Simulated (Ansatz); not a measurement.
The parent structure is ZnSe in the zinc blende structure (space group F-43m, No. 216; a = 5.733 Å).

The change: every lattice vector is shortened by 3.01 %; the atoms relax in the strained cell.

Levels (all Ansatz, a program for electronic structure, PAW): PBE (420 eV, scalar-relativistic without spin-orbit coupling); r2SCAN (500 eV, no spin-orbit coupling); HSE06 (420 eV, without spin-orbit coupling); PBE+SOC (420 eV, spin-orbit coupling included).

At the geometry relaxed with PBE, these levels gave the following band gaps, in shuffled order: (a) 1.40 eV, (b) 1.52 eV, (c) 2.68 eV, (d) 2.11 eV.

### Question
Match each gap to its level.

### Answer
(a) PBE+SOC; (b) PBE; (c) HSE06; (d) r2SCAN.

Single points use the geometry relaxed with PBE. Differences between runs with and without spin-orbit coupling are approximate. No phonon test of stability was made.
